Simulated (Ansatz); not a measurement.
For Ba₂CuO₂Br (R-3m, No. 166; start COD 2002478), LDA (PAW; Ansatz, a first-principles code) gives:

| Item | Result |
|---|---|
| lattice constant a | 4.209 Å |
| lattice parameter c | 28.513 Å |
| band gap | 2.19 eV |

Question: What does r²SCAN+rVV10 (PAW; Ansatz) give for the same quantities?

Answer: 
- lattice constant a: 4.284 Å (increases by 1.8 %)
- lattice parameter c: 29.065 Å (grows by 1.9 %)
- band gap: 2.49 eV (increases by 0.30 eV)

Changes are worked out from the printed values.

Unless a cell is named, each level is at its own relaxed cell (LDA 24.30, r²SCAN+rVV10 25.66 Å³/atom).

Spin–orbit coupling is included only where a level's name says +SOC; with heavier elements it mostly lowers gaps and can invert bands. Density-functional gaps are differences of (generalised) Kohn–Sham levels.

Caveats: the relaxation could not lower the start's symmetry, so the cell can be a saddle point above a distorted one (LDA, r²SCAN+rVV10). Ansatz's density-functional and Hartree–Fock values are scalar-relativistic unless marked +SOC, with PAW data made under PBE.
